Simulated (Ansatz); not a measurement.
## Al2O3, response to strain

The reference is Al$_{2}$O$_{3}$ in the corundum structure (space group R-3c, No. 167).

```yaml
crystal:
  lattice:
    - [2.36460, 1.36520, 4.29721]
    - [-2.36460, 1.36520, 4.29721]
    - [0.00000, -2.73040, 4.29721]
  atoms:
    - { symbol: Al, position: [0.64798, 0.64798, 0.64798] }
    - { symbol: Al, position: [0.14798, 0.14798, 0.14798] }
    - { symbol: Al, position: [0.35202, 0.35202, 0.35202] }
    - { symbol: Al, position: [0.85202, 0.85202, 0.85202] }
    - { symbol: O, position: [0.75000, 0.44414, 0.05586] }
    - { symbol: O, position: [0.05586, 0.75000, 0.44414] }
    - { symbol: O, position: [0.25000, 0.55586, 0.94414] }
    - { symbol: O, position: [0.55586, 0.94414, 0.25000] }
    - { symbol: O, position: [0.94414, 0.25000, 0.55586] }
    - { symbol: O, position: [0.44414, 0.05586, 0.75000] }
```

Cartesian axes are those of the cell as printed.

Strains are applied to the cell and any free atomic positions relax.

The values are results of DFT with LDA, PAW potentials and a 420 eV plane-wave cutoff in Ansatz (a quantum-chemistry and plane-wave program), no spin-orbit coupling, not measurements.

Notes on the quantities. energy relative to the base: free energy F.

```tsv
uniaxial strain ε_zz (%)	energy relative to the base (meV/atom)
-3	11.9
-2.25	6.6
-1.5	2.9
-0.75	?
0	0.0
```

### Question
Fit ΔE = Aε² + Bε³ (ε in %) to the rows shown and predict the withheld row.

### Answer
Least squares on the printed values gives A = 1.25 and B = -0.023 meV/atom (largest residual 0.0 meV/atom); this predicts 0.7 meV/atom, and the run gives 0.7 meV/atom, in agreement.

Whether these cells are dynamically stable was not tested.
